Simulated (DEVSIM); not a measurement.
Structure: Pd/Al2O3/SiO2/p-Si capacitor, at 300 K.

Layer 1 from the left is Al2O3, thickness (nm) 9.50. Layer 2 from the left is SiO2, thickness (nm) 1.20. Layer 3 from the left is Si, thickness (nm) 470, Na (cm⁻³) 1.5e18.

Metal gate on the left, work function 5.2 eV. Fixed charge at the semiconductor interface 0 cm⁻² (in units of +e); no interface traps.

The device is made up for the run: typed textbook-type constants, with dimensions and the other settings drawn at random. Values at 300 K.

Al2O3: gap (eV) 6.8, affinity (eV) 1.35, permittivity 9. SiO2: gap (eV) 9, affinity (eV) 0.9, permittivity 3.9. Si: gap (eV) 1.124, affinity (eV) 4.05, permittivity 11.7, Nc (cm⁻³) 2.86e19, Nv (cm⁻³) 3.1e19.

Simulated with DEVSIM: 1D Poisson equation in equilibrium, Boltzmann statistics, complete ionisation; no quantum confinement or tunnelling. Metal contacts follow the ideal Schottky-Mott rule: no Fermi-level pinning, no interface dipoles.

Question: What does the simulation give for the flat-band voltage?

Answer: flat-band voltage 0.10 V.
